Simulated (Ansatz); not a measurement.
Start from SnS in the GeS type structure (space group Pnma, No. 62; a = 10.912 Å, b = 3.953 Å, c = 4.112 Å).

Computed with DFT with PBEsol-D3(BJ), PAW potentials and a 420 eV plane-wave cutoff in Ansatz (an electronic-structure program), no spin-orbit coupling.

Before the change:

| Property | Value |
|---|---|
| Shortest interatomic distance | 2.611 Å |

Modification: cell and atoms relaxed at a pressure of 15 GPa.

Q: Estimate the effect on the shortest interatomic distance.

A: The shortest interatomic distance drops by 0.084 Å (2.611 Å → 2.527 Å).

The mesh was chosen for an insulator and is coarse for the gapless case. Load acts through the strain it causes; cell and atoms are relaxed under it. Stability against distortions was not tested. No other phases were tried under pressure. All final runs are without spin polarisation. Along this pressure series the structure jumps between pressure 4.5 GPa and pressure 9 GPa; cells beyond that are another form of it.
